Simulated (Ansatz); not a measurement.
For LaC₂ (I4/mmm, No. 139), PBEsol (Ansatz, a first-principles code, plane waves, PAW) gives:

| Quantity | Value |
|---|---|
| lattice constant a | 3.892 Å |
| c axis length | 6.529 Å |

What does r²SCAN+rVV10 (PAW; Ansatz) give for the same quantities?


- lattice constant a: 3.937 Å (rises by 1.2 %)
- lattice parameter c: 6.564 Å (grows by 0.5 %)

Changes are worked out from the printed values.

Unless a cell is named, each level is at its own relaxed cell (PBEsol 16.48, r²SCAN+rVV10 16.95 Å³/atom).

Ansatz's density-functional and Hartree–Fock values are scalar-relativistic unless marked +SOC, with PAW data made under PBE.
